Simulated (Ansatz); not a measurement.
The starting structures come from a database of crystals and need not be the phases stable at ambient conditions.

 Where the default PAW files enter, the runs use the earlier of Ansatz's two default sets.

Data:

```
CELL_PARAMETERS angstrom
      5.55059     0.00000     0.00000
      0.81079     7.51401     0.00000
      2.36990    -3.75701     2.56460
ATOMIC_POSITIONS crystal
  Ti 0.70880 0.85440 0.00000
  Ti 0.29120 0.14560 0.00000
  Zn 0.27865 0.63933 0.00000
  Zn 0.72135 0.36067 0.00000
  O  0.51273 0.22354 0.27404
  O  0.48727 0.77646 0.72596
  O  0.17304 0.56323 0.33969
  O  0.82696 0.43677 0.66031
  O  0.78677 0.94950 0.38627
  O  0.21323 0.05050 0.61373
```

Space group of this cell: R-3. The cell is taken as given; by PBEsol its mean pressure is -8.1 GPa.

Transport runs along the normal of the first two printed cell vectors, the (110) plane of the conventional cell.

No gap correction and no spin-orbit coupling; mid-gap values are interpolated between computed energies.

Question: Estimate the band gap and the smallest decay constant κ at mid-gap that Ansatz (an electronic-structure program) with PBEsol returns for this system.

Answer: Gap 3.02 eV on a 12×12×12 mesh; κ = 0.385 1/Å, at the zone centre.
